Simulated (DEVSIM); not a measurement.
System: abrupt Si p-n junction, at 300 K.

```
layer (left to right)  material  thickness (μm)  Nd (cm⁻³)  Na (cm⁻³)   τn (s)   τp (s)
---------------------  --------  --------------  ---------  ---------  -------  -------
1                            Si           0.290          -     9.5e17  0.00077  0.00077
2                            Si            38.0     8.7e17          -  0.00077  0.00077
```

Left contact: ohmic. Right contact: ohmic. Voltage is applied to the left contact. Recombination: SRH at mid-gap. Mobility is constant in doping.

This is a model device: material constants are rounded textbook-type values typed into the input, and sizes, dopings and lifetimes were drawn at random. Values at 300 K.

| parameter | Si |
|---|---|
| gap (eV) | 1.124 |
| affinity (eV) | 4.05 |
| permittivity | 11.7 |
| Nc (cm⁻³) | 2.86e19 |
| Nv (cm⁻³) | 3.1e19 |
| μn (cm²/Vs) | 1417 |
| μp (cm²/Vs) | 470 |

Simulated with DEVSIM: 1D drift-diffusion, Boltzmann statistics, complete ionisation; no tunnelling, impact ionisation, image-force lowering or self-heating.

Task: Give the dark forward current.

Result: 
| V (V) | J (A/cm²) |
|---|---|
| 0.10 | 1.3e-9 |
| 0.15 | 8.9e-9 |
| 0.20 | 6.1e-8 |
| 0.30 | 2.9e-6 |
| 0.35 | 2.0e-5 |
| 0.40 | 0.00014 |
| 0.45 | 0.00096 |
| 0.55 | 0.046 |
| 0.60 | 0.31 |
| 0.65 | 2.2 |
| 0.70 | 15 |
| 0.80 | 490 |
| 0.85 | 1500 |
| 0.90 | 3200 |
